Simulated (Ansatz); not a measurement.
Effect of x(O) = 0.75, 8 atoms, I4/mmm on MgSe

Base system: MgSe in the rock salt structure (space group Fm-3m, No. 225; a = 5.472 Å).

The other end (x = 1) is MgO in the rock salt structure (space group Fm-3m, No. 225): 9.29 Å³/atom, gap 5.68 eV.

The change: a fraction x = 0.75 of the Se sites is given to O, ordered in a cell of 8 atoms (starting symmetry I4/mmm) and fully relaxed.

Level of theory: r2SCAN (Ansatz, a quantum-chemistry and plane-wave program; PAW; 500 eV plane waves; no spin-orbit coupling). Settings: 10×10×10 k-points, 0.05 eV Fermi–Dirac smearing.

| quantity | base | changed | shift |
|---|---|---|---|
| volume per atom | 20.48 Å³ | 12.42 Å³ | -8.06 Å³ |
| density | 4.19 g/cm³ | 3.75 g/cm³ | -0.44 g/cm³ |
| band gap | 2.48 eV | 4.20 eV | +1.72 eV |
| gap character (in this cell's own zone, which can be folded) | – | direct at Γ | – |
| electron mass | 0.48 mₑ along k, 0.25 mₑ across (at X) | 0.29 mₑ along c, 0.27 mₑ across (at Γ) | – |
| valence-band top at Γ (three highest levels, from the VBM) | 0.00, 0.00, 0.00 eV | 0.00, 0.00, -0.08 eV | – |
| mixing energy | – | +0.427 eV/atom | – |
| bowing parameter b of this ordering, from Eg = [1−x] Eg[0] + x Eg[1] − b x [1−x] | – | 3.7 eV | – |
| mean first-shell distances | – | Se–Mg 2.402 Å (end compound 2.736 Å), O–Mg 2.295 Å (end compound 2.102 Å) | – |

Final structure:

```yaml
crystal:
  lattice:
    - [-2.37036, 2.37036, 4.42273]
    - [2.37036, -2.37036, 4.42273]
    - [2.37036, 2.37036, -4.42273]
  atoms:
    - { symbol: O, position: [0.00000, 0.00000, 0.00000] }
    - { symbol: Se, position: [0.50000, 0.50000, 0.00000] }
    - { symbol: O, position: [0.25000, 0.75000, 0.50000] }
    - { symbol: O, position: [0.75000, 0.25000, 0.50000] }
    - { symbol: Mg, position: [0.77878, 0.77878, 0.00000] }
    - { symbol: Mg, position: [0.22122, 0.22122, 0.00000] }
    - { symbol: Mg, position: [0.00000, 0.50000, 0.50000] }
    - { symbol: Mg, position: [0.50000, 0.00000, 0.50000] }
```

Each cell is one ordered arrangement of few atoms, which overstates ordering effects compared with a random alloy. Masses are band curvatures over ±0.01 Å⁻¹ around the edge. Along k means along the line from Γ to the band edge. Stability against distortions was not tested. k-point labels follow each cell's own Brillouin zone.
